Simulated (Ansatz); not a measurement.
Take WS2 in the 2H-MoS2 type structure (space group P6_3/mmc, No. 194; a = 3.1148 Å, c = 11.7731 Å; layered, stacked along the Cartesian z axis) as the base. Axes: x lies along a and z along c of the hexagonal cell.

The values are results of PBEsol-D3(BJ) (Ansatz, a program for electronic structure; PAW; 420 eV plane waves; without spin-orbit coupling), not measurements.

Strains are applied to the cell and any free atomic positions relax; under stress the whole cell relaxes.

One change was made to it. Results:

| quantity | base | after |
|---|---|---|
| band gap | 0.65 eV | 0.65 eV |
| smallest direct gap | 1.92 eV | 1.97 eV |

Task: Which change produced these results?
(A) uniaxial strain ε_xx = +0.34 %
(B) uniaxial stress, 2 GPa compression along x
(C) tensor shear ε_yz = −0.90 %
(D) isotropic strain +1.04 %
(E) tensor shear ε_yz = +2.16 %

Result: B, uniaxial stress, 2 GPa compression along x. For comparison, the smallest direct gap in the other runs: isotropic strain +1.04 % gives 1.79 eV; tensor shear ε_yz = +2.16 % gives 1.92 eV; uniaxial strain ε_xx = +0.34 % gives 1.90 eV; tensor shear ε_yz = −0.90 % gives 1.92 eV.

With W present, leaving out spin-orbit coupling can change the band edges. Beyond what the load breaks, stability against distortions was not tested.
